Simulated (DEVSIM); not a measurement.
Structure: illuminated Si p-on-n cell, one wavelength, at 400 K.

```
layer (left to right)  material  thickness (μm)  Nd (cm⁻³)  Na (cm⁻³)  τn (s)  τp (s)  absorption coefficient (cm⁻¹)
---------------------  --------  --------------  ---------  ---------  ------  ------  -----------------------------
1                            Si           0.160          -     6.1e17  1.2e-7  6.8e-8                          78000
2                            Si             180     2.1e15          -  1.5e-7  1.5e-7                          78000
```

Left contact: ohmic, minority electron recombination velocity 3000 cm/s. Right contact: ohmic, minority hole recombination velocity 20000 cm/s. Voltage is applied to the left contact. Recombination: SRH at mid-gap, radiative, Auger. Light enters at the left, 1.1e18 photons cm⁻² s⁻¹, one pass, no reflection. Mobility is μmin + (μ − μmin)/(1 + (N/Nref)^α).

The device is made up for the run: typed textbook-type constants, with dimensions and the other settings drawn at random. Values at 300 K; Nc and Nv go as T^1.5, mobilities as T to minus their exponent, the gap by Varshni's rule with the affinity fixed.

```
parameter               Si
----------------  --------
gap (eV)             1.124
affinity (eV)         4.05
permittivity          11.7
Nc (cm⁻³)          2.86e19
Nv (cm⁻³)           3.1e19
μn (cm²/Vs)           1417
μp (cm²/Vs)            470
μn,min                  52
μp,min                  45
Nref,n              9.7e16
Nref,p              2.2e17
αn                    0.68
αp                    0.72
T exponent of μn       2.3
T exponent of μp       2.2
B (cm³/s)          4.7e-15
Cn (cm⁶/s)         2.8e-31
Cp (cm⁶/s)         9.9e-32
Varshni α (eV/K)  0.000473
Varshni β (K)          636
```

DEVSIM, 1D drift-diffusion, Boltzmann statistics, complete ionisation; no tunnelling, impact ionisation, image-force lowering or self-heating.

The doping Na of layer 1 was swept, all else fixed.

| doping Na of layer 1 (cm^-3) | share of generated pairs collected at short circuit | largest field in the device at zero bias (V/cm) | potential step across the device at zero bias (V) | short-circuit current (mA/cm²) |
|---|---|---|---|---|
| 1.8e16 | 0.995 | 16000 | 0.482 | 175 |
| 6.1e16 | 0.995 | 21000 | 0.524 | 175 |
| 1.8e17 | 0.994 | 30000 | 0.561 | 175 |
| 6.1e17 | 0.993 | [?] | 0.603 | 175 |
| 1.8e18 | 0.992 | 86000 | 0.640 | 175 |
| 6.1e18 | 0.989 | 160000 | 0.683 | 174 |
| 1.8e19 | 0.987 | 270000 | 0.720 | 174 |

Problem. Complete the blanks.

Solution. 
- 6.1e17, largest field in the device at zero bias (V/cm): 51000
